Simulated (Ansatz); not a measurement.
## What electrons 1.0×10^22 cm⁻³ does to ZnO

Take ZnO in the wurtzite structure (space group P6_3mc, No. 186; a = 3.235 Å, c = 5.211 Å) as the base.

One thing is altered: electron doping at 1.0×10^22 cm⁻³ (0.472 per cell), with a uniform compensating background at fixed cell and a 300 K Fermi–Dirac width.

The values are results of Ansatz (a program for electronic structure), r2SCAN, PAW, cutoff 500 eV, without spin-orbit coupling, earlier PAW set, not measurements. Settings: 21×21×11 k-points, 0.0259 eV Fermi–Dirac smearing.

The gap between the host's bands shrinks by 0.21 eV (1.23 eV → 1.02 eV) and the gap character remains direct at Γ. The Fermi level relative to the doped band's edge (positive inside the band; to 0.05 eV) comes out as +3.20 eV.

Charged cell with a jellium background: band edges are those of the host's band count, energies are not comparable with the neutral cell, and many-body gap narrowing is missing. Stability against distortions was not tested.
